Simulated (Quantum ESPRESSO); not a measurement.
## Several settings converged on ZnNi (P4mm, 2 atoms in the cell)

```yaml
crystal:
  lattice:
    - [2.71006, 0.00000, 0.00000]
    - [0.00000, 2.71006, 0.00000]
    - [0.00000, 0.00000, 3.19786]
  atoms:
    - { symbol: Zn, position: [0.50000, 0.50000, 0.51563] }
    - { symbol: Ni, position: [0.00000, 0.00000, 0.00000] }
```

Base method: LDA (PZ), PSlibrary PAW (LDA) pseudopotentials (plane waves; Quantum ESPRESSO 7.5).

Base settings: ecutwfc = 50 Ry; ecutrho = 300 Ry; occupations = smearing; smearing = fd; degauss = 0.0073499 Ry; potentials = {Zn: Zn.pz-dn-kjpaw_psl.1.0.0.UPF, Ni: Ni.pz-n-kjpaw_psl.1.0.0.UPF}; K_POINTS = automatic 4 4 4 0 0 0; conv_thr = 1e-10 Ry.

The count of work is k-points × plane waves × bands × iterations; it is no time. 

**The cutoff for other potential files**

Level: DFT, LDA (PZ), plane waves, GBRV 1.5 ultrasoft (LDA) pseudopotentials.

In this ladder: pseudopotentials = {Zn: zn_lda_v1.uspp.F.UPF, Ni: ni_lda_v1.4.uspp.F.UPF}. Moved along: ecutrho.

The second cell is the first with its lattice scaled by 0.98.

The mesh stays at the base's, so the ladder's end is converged at best in this setting alone.

Only quantities that move along the ladder and can be compared are tabulated.

| ecutwfc | free energy less the last step's (meV/atom) | energy of the compressed cell less the first (meV/atom) | pressure (GPa) | largest difference of a force vector from the last step's (eV/Å) | count of work / last |
|---|---|---|---|---|---|
| 22 Ry | 21231.68 | 380.08 | -1349.06 | 0.045 | 0.11 |
| 28 Ry | 2978.59 | 14.14 | -270.52 | 0.006 | 0.26 |
| 35 Ry | 224.72 | -17.46 | -36.95 | 0.002 | 0.21 |
| 42 Ry | 32.12 | -18.54 | -10.47 | 0.001 | 0.26 |
| 50 Ry | 18.14 | -18.29 | -9.73 | 0.000 | 0.36 |
| 60 Ry | 11.93 | -18.36 | -9.21 | 0.000 | 0.47 |
| 75 Ry | 5.59 | -18.31 | -9.54 | 0.000 | 0.65 |
| 100 Ry | 0.00 | -18.34 | -9.23 | 0.000 | 1.0 |

Coarsest ecutwfc that holds the energy of the compressed cell less the first within 0.5 meV/atom of the last step, with all finer ones: 42 Ry, at 0.26 of the last step's count of work; the step before is off by 0.88 meV/atom.

Coarsest ecutwfc that holds the forces within 0.01 eV/Å of the last step, with all finer ones: 28 Ry, at 0.26 of the last step's count of work; the step before is off by 0.045 eV/Å.

Coarsest ecutwfc that holds the free energy within 5 meV/atom: not settled: the last two steps still differ by 5.6 meV/atom, over half the tolerance, so the ladder does not show it.

At the lowest cutoff the pressure lies 1340 GPa under the last step's, the usual sign of Pulay stress in an incomplete plane-wave basis.

**The density cutoff**

The mesh stays at the base's, so the ladder's end is converged at best in this setting alone.

Only quantities that move along the ladder and can be compared are tabulated.

```csv
ecutrho,free energy less the last step's (meV/atom),pressure (GPa)
100 Ry,-2.97,-10.85
150 Ry,-0.15,-11.07
200 Ry,-0.04,-11.07
250 Ry,0.00,-11.08
300 Ry,0.00,-11.08
400 Ry,-0.02,-11.08
500 Ry,0.00,-11.08
600 Ry,0.00,-11.08
800 Ry,0.00,-11.08
```

Coarsest ecutrho that holds the pressure within 0.2 GPa of the last step, with all finer ones: 150 Ry; the step before is off by 0.23 GPa.

Coarsest ecutrho that holds the free energy within 0.5 meV/atom of the last step, with all finer ones: 150 Ry; the step before is off by 3.0 meV/atom.

On the base run: the starting cell comes from a database of computed structures (which also holds hypothetical and non-ambient phases and stackings), without a prior relaxation at this level. Its lattice was rescaled by up to half a per cent. One atom was moved a little off its site on purpose. Spin polarisation is off. In the base run, with a pressure of about -11 GPa the cell is away from its equilibrium volume at this level. Without a gap this mesh is coarse (it stands for a supercell whose shortest vector is 11 Å).
